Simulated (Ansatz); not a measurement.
TaCr2 (Fd-3m), PBEsol, DFPT electron-phonon coupling, linearised Boltzmann equation run with Ansatz (a quantum-chemistry and plane-wave program): phonon-limited resistivity 44.1 μΩ·cm at 300 K, 58.0 μΩ·cm at 400 K, current-weighted mean free path 2.9 nm, Drude plasma energy 4.03 eV.

Estimate the electronic thermal conductivity at 300 K by the Wiedemann-Franz law (L₀ = 2.44×10⁻⁸ W·Ω/K²).

L₀T/ρ = 2.44×10⁻⁸ × 300/(44.1×10⁻⁸) = 16.6 W/(m·K). Inelastic scattering puts the true Lorenz number somewhat under L₀ near and below the Debye temperature.

What is the classical skin depth at 1 GHz (nonmagnetic, μ₀ = 1.257×10⁻⁶ H/m)?

δ = √(ρ/(π f μ₀)) = 10600 nm.

What temperature coefficient of resistance follows, and how does it compare with 1/T?

(ρ₄₀₀ − ρ₃₀₀)/(100 K × ρ₃₀₀) = 3.15×10⁻³ K⁻¹, against 1/T = 3.33×10⁻³ K⁻¹ for a resistivity proportional to T. Impurities would add a constant and lower it.

A metal at this level (no band gap). Only scattering by harmonic phonons is included (no impurities, grain boundaries, electron-electron scattering or thermal expansion). Spin-orbit coupling is left out, which matters with elements this heavy. Halving the electron mesh (20x20x20) moves the resistivity by up to 2 % at 300 K, the mean free path by up to 4 %. Smearing 0.20 eV; phonons on a 4x4x4 q mesh, which this run doesn't test.

Computed structure with no diffraction record at hand here (it may be known, metastable or hypothetical): TaCr2 (Fd-3m). Treated as nonmagnetic (a ferromagnetic start lost its moment, other orders weren't tried): TaCr2 (Fd-3m).
